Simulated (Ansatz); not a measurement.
```yaml
crystal:
  lattice:
    - [-0.00334, 2.09925, 2.10399]
    - [2.09925, -0.00334, 2.10399]
    - [2.09591, 2.09591, 0.00000]
  atoms:
    - { symbol: Mg, position: [0.00000, 0.00000, 0.00000] }
    - { symbol: O, position: [0.50000, 0.50000, 0.50000] }
```

All values below come from r2SCAN, rigid bands (plane waves, PAW, scalar-relativistic; Ansatz, a first-principles code). Condition of this run: uniaxial stress along [110] of 1 GPa (compression positive) (the target of the relaxation). How the cell was made: cell and atoms relaxed with r2SCAN, then loaded as said.

Task: What conductivity effective mass do dilute electrons have at 300 K?

Result: 0.37 mₑ.

Task: What conductivity effective mass do dilute holes have at 300 K?

Result: 2.3 mₑ.

Task: And the band gap?

Result: 5.70 eV at this level; semilocal functionals usually fall short of the measured gap.

Rigid bands, one relaxation time for all states, no polarons. Spin-orbit coupling is left out.
